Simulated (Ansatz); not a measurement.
Where the default PAW files enter, the runs use the earlier of Ansatz's two default sets.

Consider the following.

```yaml
crystal:
  lattice:
    - [3.90044, 0.00000, 0.00000]
    - [0.00000, 3.90044, 0.00000]
    - [1.95022, -1.95022, 2.75802]
  atoms:
    - { symbol: Ca, position: [0.00000, 0.00000, 0.00000] }
    - { symbol: F, position: [0.25000, 0.25000, 0.50000] }
    - { symbol: F, position: [0.75000, 0.75000, 0.50000] }
```

Space group of this cell: Fm-3m, fluorite. The cell is taken as given; by r2SCAN its mean pressure is -3.4 GPa.

Transport runs along the normal of the first two printed cell vectors, the (001) plane of the conventional cell.

The gap is the functional's own. No spin-orbit coupling. Mid-gap values are interpolated on the energy grid.

Task: Predict the band gap and the smallest decay constant κ at mid-gap from r2SCAN in Ansatz (an electronic-structure program).

Result: Gap 7.78 eV on a 12×12×12 mesh; κ = 0.543 1/Å, at the zone centre.
